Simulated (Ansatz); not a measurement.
System: interstitial Na in 3C silicon carbide (charge state +1). Computed with PBE, PAW (plane waves to 420 eV; Ansatz, an electronic-structure program).

Cell of 64 host sites held at the relaxed PBE lattice; a 2×2×2 k-point mesh shifted by half a step; Fermi-Dirac width 0.01 eV, spin-restricted; finite-size errors left in. Energies are static. The charge state is imposed; whether it is stable for some Fermi level was not computed. Sites that were not tried may lie lower.

Barriers: single points on a 3×3×3 k-point mesh shifted by half a step at the bands' geometries.

The step: one Na atom jumps by itself; the atom moves 1.90 Å along (0.25, -0.25, 0.25) of the unit cell; the moving atom starts with neighbours 4 C at 2.00; 6 Si at 2.33 Å and ends with 6 C at 2.23; 4 Si at 2.12 Å.

What is the computed migration barrier of this step (PBE, PAW)?

1.89 eV forward and 1.44 eV backward. At the saddle the moving atom has neighbours 3 C at 1.98; 3 Si at 2.11 Å. The program found a first-order saddle point.
